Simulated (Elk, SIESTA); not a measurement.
A SIESTA input for a self-consistent single point of Ni3Hg (Pm-3m, 4 atoms in the cell) (DFT, GGA PBEsol, numerical atomic orbitals DZP, PseudoDojo PBEsol standard norm-conserving potentials (rewritten from UPF to PSML)):

```
# files in the folder: Ni.psml Hg.psml (PseudoDojo PBEsol standard)
SystemName  Ni3Hg
SystemLabel ni3hg

NumberOfAtoms                4
NumberOfSpecies              2
%block ChemicalSpeciesLabel
  1 28 Ni
  2 80 Hg
%endblock ChemicalSpeciesLabel
LatticeConstant              3.670012 Ang
%block LatticeVectors
     1.000000000    0.000000000    0.000000000
     0.000000000    1.000000000    0.000000000
     0.000000000    0.000000000    1.000000000
%endblock LatticeVectors
AtomicCoordinatesFormat      Ang
%block AtomicCoordinatesAndAtomicSpecies
     0.000000000    1.835006000    1.835006000  1
     1.835006000    0.000000000    1.835006000  1
     1.835006000    1.835006000    0.000000000  1
     0.000000000    0.000000000    0.000000000  2
%endblock AtomicCoordinatesAndAtomicSpecies

XC.functional                GGA
XC.authors                   PBEsol
PAO.BasisSize                DZP
PAO.EnergyShift              0.01 Ry
MeshCutoff                   400 Ry
%block kgrid.MonkhorstPack
    9   0   0  0.0
    0   9   0  0.0
    0   0   9  0.0
%endblock kgrid.MonkhorstPack
OccupationFunction           FD
ElectronicTemperature        1160.45 K
Spin                         polarized
%block DM.InitSpin
  1 +2.00
  2 +2.00
  3 +2.00
  4 +0.00
%endblock DM.InitSpin

MaxSCFIterations             150
SCF.Mixer.Method             Pulay
SCF.Mixer.Weight             0.1
SCF.Mixer.History            8
SCF.DM.Tolerance             1.0E-05
Diag.ParallelOverK           true
WriteForces                  true
Charge.Mulliken              end
```

Question: Translate this input to Elk.

Answer: One input that does it (others would too):

```
tasks
  0

xctype
  22

spinpol
  .true.

reducebf
  0.8

tforce
  .true.

rgkmax
  8.0

gmaxvr
  18.0

lmaxapw
  10

lmaxo
  8

nxlo
  2

lorbcnd
  .true.

lradstp
  2

nrmtscf
  2.0

rmtscf
  0.9

lmaxi
  4

nempty
  8

swidth
  0.00367493

maxscl
  100

avec
    6.9353175541    0.0000000000    0.0000000000
    0.0000000000    6.9353175541    0.0000000000
    0.0000000000    0.0000000000    6.9353175541

atoms
  2
  'Ni.in'
  3
  0.0000000000  0.5000000000  0.5000000000    0.0 0.0 -1.0
  0.5000000000  0.0000000000  0.5000000000    0.0 0.0 -1.0
  0.5000000000  0.5000000000  0.0000000000    0.0 0.0 -1.0
  'Hg.in'
  1
  0.0000000000  0.0000000000  0.0000000000    0.0 0.0 0.0

ngridk
  9 9 9
```

Basis settings and potentials, where a program has them, do not carry over. This input uses DFT, PBEsol, all-electron FP-LAPW, Elk's shipped species files, APW+lo basis with extra local orbitals. Both were run: size of the net moment 0.23 μB/atom in SIESTA and 0.18 in Elk.

On Elk: the starting cell comes from a database of computed structures (which also holds hypothetical and non-ambient phases and stackings), without a prior relaxation at this level. For this run, on top of that: lattice scaled by 0.98. The moments shrank to a small part of their start, a low-spin state that need not be the lowest. Values depend on the basis (sphere radii, cutoffs, local orbitals), which need not be converged.

On SIESTA: the starting cell comes from a database of computed structures (which also holds hypothetical and non-ambient phases and stackings), without a prior relaxation at this level. For this run, on top of that: lattice scaled by 0.98. The moments shrank to a small part of their start, a low-spin state that need not be the lowest. Values carry the incompleteness of an atom-centred basis.
